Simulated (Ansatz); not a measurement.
Band structure of NaFeO3 (Pm-3m, 5 atoms in the cell).

```yaml
crystal:
  lattice:
    - [3.74927, 0.00000, 0.00000]
    - [0.00000, 3.74927, 0.00000]
    - [0.00000, 0.00000, 3.74927]
  atoms:
    - { symbol: Na, position: [0.00000, 0.00000, 0.00000] }
    - { symbol: Fe, position: [0.50000, 0.50000, 0.50000], spin: 4.0 }
    - { symbol: O, position: [0.50000, 0.50000, 0.00000] }
    - { symbol: O, position: [0.00000, 0.50000, 0.50000] }
    - { symbol: O, position: [0.50000, 0.00000, 0.50000] }
```
(The spins are starting values, not results.)

Computed with PBEsol, PAW files made with PBE (plane waves; Ansatz, an electronic-structure program).

Settings: basis.ecutwfc = 420 eV; kpoints.mp_grid.grid = 9 9 9; hamiltonian.xc = pbesol; hamiltonian.pseudopotentials = {kind: paw} (the program's default PAW files); magnetization.spin_polarized = true; scf.occupations.method = gaussian; scf.occupations.width = 0.05 eV; kpoints.band_path.npoints = 8.

The starting cell comes from a database of computed structures (which also holds hypothetical and non-ambient phases and stackings), without a prior relaxation at this level. Its lattice was rescaled by a random factor within 2.5 % of one. The magnetic order is the one reached from the typed start; others were not searched systematically.

Levels in eV from the Fermi level, bands 21 to 28 of the first spin channel:
```csv
point,21,22,23,24,25,26,27,28
Γ,-1.65,-1.65,-1.21,-1.21,-1.21,5.87,11.82,11.91
X,-1.37,-1.37,-0.59,-0.59,1.19,8.97,9.40,13.93
M,-0.59,-0.59,-0.54,-0.36,3.38,10.29,11.15,11.15
R,-0.52,-0.52,-0.52,3.38,3.38,8.64,12.23,12.23
```

Bands cross the Fermi level along this path, so the cell is metallic at this level.

The net moment of the cell came out as 3.89 μB.

Keys are those of Ansatz 0.2.
